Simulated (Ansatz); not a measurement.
Data:

```xyz
4
Lattice="3.9677 0.0000 0.0000 -1.9839 3.4362 0.0000 0.0000 0.0000 6.8116" Properties=species:S:1:pos:R:3 pbc="T T T"
Ga     0.0000     2.2908     0.0189
Ga     1.9839     1.1454     3.4247
As     0.0000     2.2908     2.5354
As     1.9839     1.1454     5.9412
```

Level of theory: r2SCAN with spin-orbit coupling, rigid bands (plane waves, PAW; Ansatz, a first-principles code). Condition of this run: uniaxial stress along c of -4.8 GPa (compression positive) (the target of the relaxation). Cell: cell and atoms relaxed with PBEsol, then loaded as said.

Task: Predict the hole conductivity mass (n e² τ/σ) at 300 K, by direction if it differs.

Result: 0.21 (x), 0.21 (y), 1.02 (z) mₑ.

Task: What conductivity effective mass do dilute electrons have at 300 K?

Result: 0.053 (x), 0.053 (y), 0.044 (z) mₑ.

Task: And the band gap?

Result: 0.48 eV at this level; semilocal functionals usually fall short of the measured gap.

Rigid bands, one relaxation time for all states, no polarons. Geometry: cell and atoms relaxed with PBEsol.
